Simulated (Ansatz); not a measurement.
Results of PBE-D3(BJ) (PAW; Ansatz, an electronic-structure program) for LiF (model structure, started from the NiAs type, P6₃/mmc, No. 194, 4 atoms in the cell).

Numerical settings: plane-wave cutoff 520 eV, 12×12×8 k mesh (along the axes of the cell as run), Fermi–Dirac smearing 0.01 eV, scalar-relativistic PAW data made under PBE.

Cell (relaxed at this level):

```
LiF
1.0
    2.78326     0.00000     0.00000
   -1.39163     2.41037     0.00000
    0.00000     0.00000     4.79684
Li F
2 2
Direct
  0.00000   0.00000   0.00000
  0.00000   0.00000   0.50000
  0.33333   0.66667   0.25000
  0.66667   0.33333   0.75000
```

Problem. Predict the band gap.

Solution. 
* **band gap**: 9.14 eV (on the SCF k mesh)

Note: the relaxation could raise the start's symmetry but not lower it, so the cell can be a saddle point.

The computed numbers hold no vibrational or temperature effects.

The result took very roughly 30 core-seconds.

A model structure was made by putting elements into a prototype or built by hand; it is no filed structure, need not be a known phase, and can be a saddle point held by its symmetry.
